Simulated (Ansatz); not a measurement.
The starting structures come from a database of crystals and need not be the phases stable at ambient conditions.

Inside the gap of an insulator the Bloch states are evanescent, with a wavenumber k + iκ along the transport direction.

Given:

```
CELL_PARAMETERS angstrom
      5.37221     0.00000     0.00000
      0.00000     5.38315     0.00000
      2.68610     0.00000     8.30697
ATOMIC_POSITIONS crystal
  Bi 0.32743 0.01139 0.34514
  Bi 0.67257 0.98861 0.65486
  Bi 0.17257 0.51139 0.65486
  Bi 0.82743 0.48861 0.34514
  Te 0.50000 0.50000 0.00000
  Te 0.00000 0.00000 0.00000
  O  0.39042 0.42226 0.21916
  O  0.60958 0.57774 0.78084
  O  0.10958 0.92226 0.78084
  O  0.89042 0.07774 0.21916
  O  0.27815 0.25000 0.94370
  O  0.72185 0.75000 0.05630
  O  0.22185 0.75000 0.05630
  O  0.77815 0.25000 0.94370
  O  0.99894 0.75000 0.50212
  O  0.00106 0.25000 0.49788
  O  0.50106 0.25000 0.49788
  O  0.49894 0.75000 0.50212
```

The cell is taken as given; by r2SCAN it stands under a pressure of 0.6 GPa.

Transport runs along the normal of the first two printed cell vectors.

No gap correction and no spin-orbit coupling; mid-gap is the computed energy nearest the middle.

**Question.** Give the band gap and the smallest decay constant κ at mid-gap that r2SCAN run with Ansatz (a quantum-chemistry and plane-wave program) yields.

**Answer.** Gap 2.08 eV on a 6×6×6 mesh; κ = 0.286 1/Å, at the zone centre.
